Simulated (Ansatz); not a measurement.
A self-consistent single point of TiO2 (Pbca, 24 atoms in the cell) with Ansatz (a program for electronic structure).

Level of theory: PBE, PAW files (plane waves; Ansatz).

```xyz
24
Lattice="5.2114 0.0000 0.0000 0.0000 9.3055 0.0000 0.0000 0.0000 5.5252" Properties=species:S:1:pos:R:3 pbc="T T T"
Ti     0.7187     3.4526     2.2243
Ti     4.4927     5.8528     3.3009
Ti     1.8870     5.8528     4.9869
Ti     3.3244     3.4526     0.5383
Ti     3.3244     1.2001     3.3009
Ti     1.8870     8.1053     2.2243
Ti     4.4927     8.1053     0.5383
Ti     0.7187     1.2001     4.9869
O      2.4218     2.5098     2.1548
O      2.7896     6.7957     3.3704
O      0.1839     6.7957     4.9174
O      5.0275     2.5098     0.6078
O      5.0275     2.1430     3.3704
O      0.1839     7.1625     2.1548
O      2.7896     7.1625     0.6078
O      2.4218     2.1430     4.9174
O      4.2558     0.0975     4.7030
O      0.9556     9.2079     0.8222
O      3.5613     9.2079     1.9404
O      1.6501     0.0975     3.5848
O      1.6501     4.5552     0.8222
O      3.5613     4.7502     4.7030
O      0.9556     4.7502     3.5848
O      4.2558     4.5552     1.9404
```

Reference input (self-consistent single point, DFT, PBE, plane waves, PAW files): basis.ecutwfc = 30.9 Ry; kpoints.mp_grid.grid = 5 3 5; hamiltonian.xc = pbe; hamiltonian.pseudopotentials = {kind: paw} (the program's default PAW files); scf.occupations.method = gaussian; scf.occupations.width = 0.0037 Ry. This run's input differs from it in these lines:

Ansatz 0.2 input:
```diff
@@ -32,3 +32,3 @@
 basis:
-  ecutwfc: 30.9 Ry
+  ecutwfc: 61.7 Ry
 kpoints:
```

Log, with long lists cut:

```
SCF iter   1: F=—  HF=-29110.372133 eV  |F-HF|=—  |Δ(HF+E_count)|=         —  Δρ=5.75e-2  dr2=8.94e0  ethr=3.10e-3  ⟨swp⟩=5.0  Hψ=7327  notcnv=0
all-band conjugate gradients solve this SCF's bands
preconditioner: auto → Resta (q_TF=auto, 2.581 Å⁻¹)
SCF iter   2: F=—  HF=-29109.750092 eV  |F-HF|=—  |Δ(HF+E_count)|=   6.22e-1  Δρ=3.18e-2  dr2=2.72e0  ethr=3.10e-3  ⟨swp⟩=2.9  Hψ=3711  notcnv=0  defer=273
   [... lines left out ...]
SCF iter   7: F=—  HF=-29109.700629 eV  |F-HF|=—  |Δ(HF+E_count)|=   4.43e-4  Δρ=7.72e-5  dr2=1.75e-5  ethr=5.14e-8  ⟨swp⟩=2.0  Hψ=3312  notcnv=0  defer=273
SCF iter   8: F=—  HF=-29109.700636 eV  |F-HF|=—  |Δ(HF+E_count)|=   6.87e-6  Δρ=2.23e-5  dr2=1.46e-6  ethr=9.12e-9  ⟨swp⟩=2.0  Hψ=2766  notcnv=0  defer=273
SCF iter   9: F=—  HF=-29109.700637 eV  |F-HF|=—  |Δ(HF+E_count)|=   5.90e-7  Δρ=4.85e-6  dr2=1.03e-7  ethr=7.59e-10  ⟨swp⟩=2.1  Hψ=3056  notcnv=0  defer=273
SCF iter  10: F=-29109.700637 eV  HF=-29109.700637 eV  |F-HF|=3.52e-9  |Δ(HF+E_count)|=   2.85e-8  Δρ=1.51e-6  dr2=8.16e-9  ethr=5.21e-11  ⟨swp⟩=10.4  Hψ=8317  notcnv=0
SCF 1 converged in 10 iterations: F = -29109.700637 eV  dr2 = 8.16e-9
Free energy (F): -29109.700637 eV
Internal energy: -29109.700637 eV  (E = F + TS)
E sigma→0 (E₀):  -29109.700637 eV
Fermi energy:    8.778535 eV
--- Forces (eV/Å), atoms counted from 1 ---
  atom   1  Ti     0.02975922     0.10385478     0.14020579
  atom   2  Ti    -0.02975922    -0.10385478    -0.14020579
  atom   3  Ti    -0.02975922    -0.10385478     0.14020579
  atom   4  Ti     0.02975922     0.10385478    -0.14020579
  atom   5  Ti     0.02975922    -0.10385478    -0.14020579
  atom   6  Ti    -0.02975922     0.10385478     0.14020579
  atom   7  Ti    -0.02975922     0.10385478    -0.14020579
  atom   8  Ti     0.02975922    -0.10385478     0.14020579
  atom   9  O     -0.07553587     0.05418645     0.05231289
   [... lines left out ...]
  atom  24  O      0.14237138     0.02881102     0.16794490
--- Stress (GPa, compression-positive) ---
       -4.263272      -0.000000       0.000000
       -0.000000      -4.222344      -0.000000
        0.000000      -0.000000      -3.876704
  P = ⅓ Tr σ = -4.1208 GPa (-41.208 kbar)
  The stress holds the Pulay correction. Without it, at fixed plane waves, as pw.x and ABINIT print it: P = -4.1353 GPa
```

The run converged in 10 iterations. Against the reference run the free energy drops by 3.4 meV/atom, the pressure hardly changes (-4.11 to -4.12 GPa), the largest force moves little (0.221 to 0.222 eV/Å) and the gap on the mesh stays at 2.208 eV.

The starting cell comes from a database of computed structures (which also holds hypothetical and non-ambient phases and stackings), without a prior relaxation at this level. Its lattice was rescaled by a random factor within 2.5 % of one. Ansatz's pressure includes its estimate of the finite-basis (Pulay) stress.

Cost on one core of a shared machine: roughly 70 s.
